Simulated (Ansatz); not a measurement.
The reference is MoS₂ in the 3R-MoS2 type structure (space group R3m, No. 160; a = 3.116 Å, c = 17.356 Å (hexagonal axes); layered, stacked along the Cartesian z axis).

Levels (all Ansatz, a first-principles code, PAW): PBEsol-D3(BJ) (420 eV, scalar-relativistic without spin-orbit coupling); r2SCAN (500 eV, scalar-relativistic without spin-orbit coupling); HSE06 (420 eV, scalar-relativistic without spin-orbit coupling).

At the geometry relaxed with PBEsol-D3(BJ), these levels gave the following band gaps, in shuffled order: (a) 1.05 eV, (b) 0.65 eV, (c) 0.50 eV.

### Question
Match each gap to its level.

### Answer
(a) HSE06; (b) r2SCAN; (c) PBEsol-D3(BJ).

Single points use the geometry relaxed with PBEsol-D3(BJ). HSE06 was sampled on its mesh, a few special points and the semilocal edge points, so its gap is an upper bound. Stability against distortions was not tested.
